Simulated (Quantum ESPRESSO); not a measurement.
Checking a run of Quantum ESPRESSO on Zr₅AlSn₃ (P6_3/mcm, 18 atoms in the cell). The aim is a self-consistent single point with DFT, LDA (PZ), plane waves, GBRV 1.5 ultrasoft (LDA) pseudopotentials.

Cell that was meant: a = 8.7126 Å, b = 8.7126 Å, c = 5.8990 Å, α = 90.00°, β = 90.00°, γ = 120.00°.

Part of the input:

```fortran
Sn    2.6753314000    4.6338099119    4.4242275000
Sn    1.6809635213    2.9115142245    1.4747425000
K_POINTS automatic
1 1 1  0 0 0
CELL_PARAMETERS angstrom
   8.7125898425     0.0000000000     0.0000000000
  -4.3562949213     7.5453241364     0.0000000000
```

The program printed (abridged):

```
     Message from routine setup:
     using ibrav=0 with symmetry is DISCOURAGED, use correct ibrav instead
     G-vector sticks info
   [... lines left out ...]

     number of k points=     1  Marzari-Vanderbilt smearing, width (Ry)=  0.0073
                       cart. coord. in units 2pi/alat
        k(    1) = (   0.0000000   0.0000000   0.0000000), wk =   2.0000000

     Dense  grid:   252921 G-vectors     FFT dimensions: (  96,  96,  64)

     Smooth grid:    89457 G-vectors     FFT dimensions: (  72,  72,  48)

     Initial potential from superposition of free atoms

     starting charge     203.9775, renormalised to     210.0000

     negative rho (up, down):  6.256E-01 0.000E+00
     Self-consistent Calculation

     iteration #  1     ecut=    40.00 Ry     beta= 0.50
     Minimization algorithm failed to find Fermi energy: reverting to bisection
     Possible cause: smearing is larger than the electronic band-gap.

     negative rho (up, down):  6.114E-01 0.000E+00

     total energy              =   -1960.11032975 Ry
     estimated scf accuracy    <       2.77813838 Ry

     iteration #  2     ecut=    40.00 Ry     beta= 0.50

     negative rho (up, down):  6.116E-01 0.000E+00

     total energy              =   -1959.74881185 Ry
   [... lines left out ...]
     Minimization algorithm failed to find Fermi energy: reverting to bisection
     Possible cause: smearing is larger than the electronic band-gap.

     negative rho (up, down):  6.120E-01 0.000E+00

     total energy              =   -1960.75031938 Ry
     estimated scf accuracy    <          1.2E-09 Ry

     iteration # 13     ecut=    40.00 Ry     beta= 0.50
     Minimization algorithm failed to find Fermi energy: reverting to bisection
     Possible cause: smearing is larger than the electronic band-gap.

     negative rho (up, down):  6.120E-01 0.000E+00
     End of self-consistent calculation

     the Fermi energy is    13.1853 ev

!    total energy              =   -1960.75031938 Ry
     estimated scf accuracy    <          9.9E-11 Ry
     smearing contrib. (-TS)   =       0.00127891 Ry
     internal energy E=F+TS    =   -1960.75159828 Ry

     convergence has been achieved in  13 iterations

     negative rho (up, down):  6.120E-01 0.000E+00

     Forces acting on atoms (cartesian axes, Ry/au):

     atom    1 type  1   force =     0.00000000    0.00000000    0.00000000
     atom    2 type  1   force =    -0.00000000   -0.00000000    0.00000000
     atom    3 type  1   force =     0.00000000    0.00000000    0.00000000
     atom    4 type  1   force =     0.00000000   -0.00000000   -0.00000000
   [... lines left out ...]
     Total force =     0.031913     Total SCF correction =     0.000020
   [... lines left out ...]

     negative rho (up, down):  6.120E-01 0.000E+00
          total   stress  (Ry/bohr**3)                   (kbar)     P=      -81.55
  -0.00055329  -0.00000000  -0.00000000          -81.39       -0.00       -0.00
  -0.00000000  -0.00055329  -0.00000000           -0.00      -81.39       -0.00
  -0.00000000  -0.00000000  -0.00055642           -0.00       -0.00      -81.85

   JOB DONE.
```

Q: Is this run sound? If not, what is wrong?

A: The run is not sound. The fault is a single k-point for a small metallic cell. One k-point cannot sample the Fermi surface of a small cell. To fix it, use a converged k-point mesh. The run converged in 13 iterations without an error; against the sound input the free energy drops by 203 meV/atom, the pressure goes from -6.00 to -8.15 GPa and the largest force goes from 0.068 to 0.311 eV/Å. The full log also holds: “WARNING: integrated charge=   210.00031537, expected=   210.00000000” and “WARNING: integrated charge=   210.00246852, expected=   210.00000000”.

An input that runs soundly differs in these lines (not the only fix; some lines may just follow from the change or write a value another way):
```diff
-1 1 1  0 0 0
+3 3 3  0 0 0
```

With that input, the run converged in 14 iterations: free energy E − TS -26673.7191 eV; Fermi level (on the code's own zero) 13.36 eV; pressure -6.00 GPa; largest force (vector length) 0.068 eV/Å (DFT, LDA (PZ), plane waves, GBRV 1.5 ultrasoft (LDA) pseudopotentials).

On the sound input: the starting cell comes from a database of computed structures (which also holds hypothetical and non-ambient phases and stackings), without a prior relaxation at this level. With a pressure of about -6 GPa the cell is away from its equilibrium volume at this level. Without a gap this mesh is coarse (it stands for a supercell whose shortest vector is 18 Å).
